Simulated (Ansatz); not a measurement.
The starting structures come from a database of crystals and need not be the phases stable at ambient conditions.

Inside the gap of an insulator the Bloch states are evanescent, with a wavenumber k + iκ along the transport direction.

```yaml
crystal:
  lattice:
    - [3.90795, 0.00000, 0.00000]
    - [-1.95397, 3.38438, 0.00000]
    - [0.00000, 0.00000, 6.33262]
  atoms:
    - { symbol: Si, position: [0.33333, 0.66667, 0.06301] }
    - { symbol: Si, position: [0.66667, 0.33333, 0.93699] }
    - { symbol: Si, position: [0.66667, 0.33333, 0.56301] }
    - { symbol: Si, position: [0.33333, 0.66667, 0.43699] }
```

Space group of this cell: P6_3/mmc. The cell is strained (lengths across the current scaled by 1.02, ions clamped); by r2SCAN its mean pressure is -3.3 GPa.

Transport runs along the normal of the first two printed cell vectors, the (001) (indices of the unstrained crystal) plane of the conventional cell.

No gap correction and no spin-orbit coupling; mid-gap values are interpolated between computed energies.

Problem. Predict the band gap and the smallest decay constant κ at mid-gap from r2SCAN (Ansatz, an electronic-structure program).

Solution. Gap 0.59 eV on a 12×12×6 mesh; κ = 0.117 1/Å, at the zone centre.
